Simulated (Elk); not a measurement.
Elk run on CaS (Fm-3m, 2 atoms in the cell): self-consistent single point.

Level of theory: PBE, all-electron FP-LAPW, Elk's shipped species files, APW+lo basis with extra local orbitals (Elk).

```yaml
crystal:
  lattice:
    - [0.00000, 2.84500, 2.84500]
    - [2.84500, 0.00000, 2.84500]
    - [2.84500, 2.84500, 0.00000]
  atoms:
    - { symbol: Ca, position: [0.00000, 0.00000, 0.00000] }
    - { symbol: S, position: [0.50000, 0.50000, 0.50000] }
```

Reference input (self-consistent single point, DFT, PBE, all-electron FP-LAPW, Elk's shipped species files, APW+lo basis with extra local orbitals): xctype = 20; rgkmax = 8; stype = 3; swidth = 0.000734986 Ha; ngridk = 10 10 10; gmaxvr = 14 1/bohr; nxlo = 2; lorbcnd = true; lmaxi = 3. This run's input differs from it in these lines:

```diff
@@ -45,3 +45,3 @@
 ngridk
-  10 10 10
+  4 4 4
```

Output, abridged:

```
│ Self-consistent loop started │
│ Loop number : 1 │
 total energy                :     -1084.74862327
│ Loop number : 2 │
 total energy                :     -1084.69246184
RMS change in Kohn-Sham potential (target) :   0.3810345846     (  0.1000000000E-05)
Absolute change in total energy (target)   :   0.5616143724E-01 (  0.1000000000E-03)
│ Loop number : 3 │
 total energy                :     -1083.70410184
RMS change in Kohn-Sham potential (target) :   0.3062713027     (  0.1000000000E-05)
Absolute change in total energy (target)   :    1.002400352     (  0.1000000000E-03)
│ Loop number : 4 │
   [... lines left out ...]
Absolute change in total energy (target)   :   0.6015298648E-03 (  0.1000000000E-03)
│ Loop number : 13 │
 total energy                :     -1079.84285843
RMS change in Kohn-Sham potential (target) :   0.2672295218E-06 (  0.1000000000E-05)
Absolute change in total energy (target)   :   0.1921422038E-03 (  0.1000000000E-03)
│ Loop number : 14 │
 total energy                :     -1079.84285047
RMS change in Kohn-Sham potential (target) :   0.5110795213E-07 (  0.1000000000E-05)
Absolute change in total energy (target)   :   0.5599172687E-04 (  0.1000000000E-03)
Convergence targets achieved

│ Loop number : 15 │

Energies :
 Fermi                       :     0.159015192872
 total energy                :     -1079.84285013

Density of states at Fermi energy :   0.1360578398E-06
 (states/Hartree/unit cell)

Estimated indirect band gap :   0.8445837095E-01
 from k-point      1 to k-point      7
Estimated direct band gap   :   0.1142862991
 at k-point      7

Charges :
 core                        :    20.00000000
 valence                     :    16.00000000
 interstitial                :    3.239026509
 muffin-tins (core leakage)
  species :    1 (Ca)
   atom    1                 :    18.18145327     (  0.1943711858E-07)
  species :    2 (S)
   atom    1                 :    14.57952022     (  0.7004339906E-04)
 total in muffin-tins        :    32.76097349
 total calculated charge     :    36.00254616
 total charge                :    36.00000000
 error                       :   0.2546159054E-02

│ Self-consistent loop stopped │
```

The run converged in 15 iterations. The count includes the last loop, which Elk runs after its targets are met. Against the reference run the free energy rises by 5.5 meV/atom and the gap on the mesh hardly changes (2.307 to 2.298 eV).

The starting cell has typed, rounded lattice constants, without a prior relaxation at this level. Values depend on the basis (sphere radii, cutoffs, local orbitals), which need not be converged.
